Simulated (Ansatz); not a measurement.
Data:

```
CELL_PARAMETERS angstrom
      0.00000     2.95810     2.95810
      2.95810     0.00000     2.95810
      2.95810     2.95810     0.00000
ATOMIC_POSITIONS crystal
  Li 0.25000 0.25000 0.25000
  Li 0.75000 0.75000 0.75000
  Se 0.00000 0.00000 0.00000
```

No spin polarisation.

All numbers come from Ansatz (a program for electronic structure), PBE, PAW, cutoff 420 eV, no spin-orbit coupling. k-mesh 10×10×10 (Γ-centred); smearing 0.05 eV (Fermi–Dirac).

Q: What is the computed pressure?

A: 1.67 GPa.

Q: Predict the space group.

A: Fm-3m (No. 225).

Q: What is the computed gap character?

A: Indirect, Γ → X.

The cells carry an imposed strain or load. Stability against distortions was not tested. The cell was made from Li$_{2}$Se in the anti-fluorite structure (space group Fm-3m, No. 225) by this change: isotropic strain −1.50 %.
